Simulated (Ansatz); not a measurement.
Base system: TiSi₂ (space group Cmcm, No. 63; a = 3.5266 Å, b = 13.5168 Å, c = 3.5652 Å). Axes: x, y, z lie along a, b, c of the conventional cell.

Structures relaxed with Ansatz (a quantum-chemistry and plane-wave program) r2SCAN, no SOC.

Base:

Simulated powder pattern, Cu Kα1, λ = 1.54056 Å (kinematic, ideal powder, no thermal factors, no anomalous dispersion; the 8 strongest lines at most, above 2 %, up to 2θ = 90°):

```
2θ (°)  I/Imax (%)    hkl
------  ----------  -----
28.28           11  (021)
32.21          9.9  (130)
39.99           18  (060)
41.17          100  (131)
47.72           10  (061)
51.20           14  (002)
51.80           14  (200)
89.66          9.9  (133)
```

After one change:

Simulated powder pattern, Cu Kα1, λ = 1.54056 Å (kinematic, ideal powder, no thermal factors, no anomalous dispersion; the 8 strongest lines at most, above 2 %, up to 2θ = 90°):

```json
[
 {"2θ (°)": "28.49", "I/Imax (%)": "20"},
 {"2θ (°)": "40.15", "I/Imax (%)": "71"},
 {"2θ (°)": "40.66", "I/Imax (%)": "100"},
 {"2θ (°)": "41.56", "I/Imax (%)": "94"},
 {"2θ (°)": "41.58", "I/Imax (%)": "94"},
 {"2θ (°)": "41.88", "I/Imax (%)": "92"},
 {"2θ (°)": "51.37", "I/Imax (%)": "55"},
 {"2θ (°)": "52.36", "I/Imax (%)": "52"}
]
```

**Question.** Which change produced these results?
A. tensor shear ε_xy = −0.35 %
B. tensor shear ε_yz = +0.42 %
C. uniaxial stress, 2 GPa tension along z
D. strain tensor (xx, yy, zz, yz, xz, xy) = (+0.81, −0.36, −2.02, −1.18, +0.90, −0.59) %

**Answer.** D, strain tensor (xx, yy, zz, yz, xz, xy) = (+0.81, −0.36, −2.02, −1.18, +0.90, −0.59) %. Its volume per atom is 13.93 Å³ against 14.16 Å³, and its space group is P-1 (No. 2).

Stability under load was not tested beyond the relaxation. The final runs are not spin-polarised.
